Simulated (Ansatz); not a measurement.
Partial pair distribution functions of a relaxed model of amorphous Hf18O39Sc2, broadened by 0.06 Å; density 8.55 g/cm³. All values below come from PBE, scalar-relativistic without spin-orbit coupling (plane waves to 420 eV, PAW; Ansatz, a program for electronic structure).

It comes from a melt-quench run on a machine-learned potential (CHGNet), relaxed afterwards by DFT. O atoms were pushed apart under 1.9 Å during the dynamics, to hinder bonds among them. The hot cell started wider than the set density and was brought back towards it in steps. It is the lowest in DFT energy of 2 quenches. It is a model cell: composition and starting density were chosen by hand, and all elements were melted together. No dispersion term was used. Its density started from a set value of 8.55 and ended at 8.55 g/cm³. Cooling (nominally 450 K/ps over its main leg) ran many orders faster than in experiment, which tends to leave more defects and strain. A cell of this size samples the disorder only roughly. The volume was held where the preparation left it and the shape relaxed, at a PBE pressure of 2.6 GPa. Stress components on the final sampling reach 2.6 GPa.

```csv
r (Å),g Hf-O,g O-Sc,g Hf-Hf,g O-O
1.75,0.01,0.00,0.00,0.00
1.85,0.36,0.13,0.00,0.00
1.95,2.73,2.32,0.00,0.00
2.05,8.13,7.94,0.00,0.00
2.15,6.26,7.42,0.00,0.00
2.25,2.34,1.62,0.00,0.00
2.35,0.99,0.11,0.00,0.14
2.45,0.35,0.79,0.00,0.91
2.55,0.08,1.45,0.00,1.78
2.65,0.06,0.17,0.00,2.32
2.75,0.00,0.00,0.00,2.24
2.85,0.02,0.00,0.00,2.55
2.95,0.23,0.01,0.02,2.25
3.05,0.29,0.27,0.38,1.57
3.15,0.14,0.47,0.98,1.46
3.25,0.34,0.05,2.45,1.07
3.35,0.45,0.03,3.59,0.71
3.45,0.53,0.37,2.07,0.74
3.55,0.75,0.76,1.54,0.81
3.65,0.92,0.68,2.34,0.55
3.75,0.99,0.45,2.75,0.76
3.85,1.02,0.68,2.16,0.75
3.95,0.83,0.57,1.89,1.09
4.05,0.98,0.60,0.84,1.26
4.15,1.23,1.10,0.37,0.95
4.25,1.44,1.21,0.61,0.81
4.35,1.40,2.02,0.52,0.60
```

Within 2.70 Å each Hf has 6.11 O neighbours on average.
